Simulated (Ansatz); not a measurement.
The parent structure is a 16-atom supercell of HfC in the rock salt structure (space group Fm-3m, No. 225) at its relaxed geometry.

```
CELL_PARAMETERS angstrom
      0.00000     4.64070     4.64070
      4.64070     0.00000     4.64070
      4.64070     4.64070     0.00000
ATOMIC_POSITIONS crystal
  C  0.00000 0.00000 0.00000
  C  0.00000 0.00000 0.50000
  C  0.00000 0.50000 0.00000
  C  0.00000 0.50000 0.50000
  C  0.50000 0.00000 0.00000
  C  0.50000 0.00000 0.50000
  C  0.50000 0.50000 0.00000
  C  0.50000 0.50000 0.50000
  Hf 0.25000 0.25000 0.25000
  Hf 0.25000 0.25000 0.75000
  Hf 0.25000 0.75000 0.25000
  Hf 0.25000 0.75000 0.75000
  Hf 0.75000 0.25000 0.25000
  Hf 0.75000 0.25000 0.75000
  Hf 0.75000 0.75000 0.25000
  Hf 0.75000 0.75000 0.75000
```

Level of theory: r2SCAN (Ansatz, a quantum-chemistry and plane-wave program, PAW, scalar-relativistic without spin-orbit coupling).

One neutral defect a cell, atoms relaxed at fixed cell.

One change was made to it. Results:

The largest displacement of a host atom from its site in the perfect cell comes out as 0.09 Å; the pressure goes from zero to -1.5 GPa.

### Question
What was done to the base?
A) C interstitial (started 1.64 Å from the nearest host atom), symmetric start
B) Hf vacancy
C) C vacancy

### Answer
B, Hf vacancy. For comparison, the pressure in the other runs: C interstitial (started 1.64 Å from the nearest host atom), symmetric start gives 11.3 GPa; C vacancy gives -0.7 GPa.

In so small a cell the defect repeats every few ångströms: this is an ordered compound, not a dilute defect. Defects with a symmetric start kept the site's symmetry and may sit on a saddle; the others started slightly shaken. The final runs are not spin-polarised.
